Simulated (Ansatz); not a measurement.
## MgO: pressure series

Start from MgO in the rock salt structure (space group Fm-3m, No. 225; a = 4.2141 Å).

Cell and atoms are relaxed at each pressure.

Levels (all Ansatz, a quantum-chemistry and plane-wave program, PAW): PBEsol (420 eV, no SOC); HSE06 (420 eV, without spin-orbit coupling).

```
pressure (GPa)  band gap, PBEsol (eV)  band gap, HSE06 (eV)
--------------  ---------------------  --------------------
-2                               4.50                  6.33
-1                               4.56                  6.40
0                                4.62                  6.47
0.3                              4.64                  6.49
0.7                                 ?                     ?
1.5                              4.71                  6.57
5                                4.91                  6.79
7.5                              5.05                  6.94
10                               5.18                  7.09
```

Task: Fit E_g = E₀ + αP + βP² to the rows shown and predict the withheld row.

Result: Least squares on the printed values gives 

- PBEsol: E₀ = 4.62 eV, α = 60.0 meV/GPa, β = -0.40 meV/GPa² (largest residual 0.00 eV); this predicts 4.66 eV, and the run gives 4.66 eV, in agreement
- HSE06: E₀ = 6.47 eV, α = 67.2 meV/GPa, β = -0.52 meV/GPa² (largest residual 0.00 eV); this predicts 6.52 eV, and the run gives 6.51 eV, in agreement.

Single points use the geometry relaxed with PBEsol. Load acts through the strain it causes; cell and atoms are relaxed under it. Stability against distortions was not tested. No other phases were tried under pressure. The base started in Pnma and relaxed to Fm-3m at this level.
